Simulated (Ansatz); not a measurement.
We consider LiH (model structure, within 0.1 Å of P6₃/mmc, No. 194, 4 atoms in the cell), described by r²SCAN in Ansatz (plane waves, PAW).

Settings: plane-wave cutoff 560 eV, 12×12×8 k mesh (along the axes of the cell as run), Fermi–Dirac smearing 0.01 eV, scalar-relativistic PAW data made under PBE.

Cell (relaxed at this level):

```xyz
4
Lattice="3.2562 0.0000 0.0000 -1.6281 2.8200 0.0000 0.0000 0.0000 4.0647" Properties=species:S:1:pos:R:3 pbc="T T T"
Li     1.6281     0.9400     0.2532
Li     0.0000     1.8800     2.2856
H      1.6281     0.9400     2.2881
H      0.0000     1.8800     0.2557
```

Q: What does this level give for the band gap and smallest direct gap on the k points sampled?

A: 
- band gap = 2.33 eV (indirect)
- smallest direct gap on the k points sampled = 3.66 eV

The computed numbers hold no vibrational or temperature effects.

A model structure was made by putting elements into a prototype or built by hand; it is no filed structure, need not be a known phase, and can be a saddle point held by its symmetry.

Ansatz is a program for electronic structure.
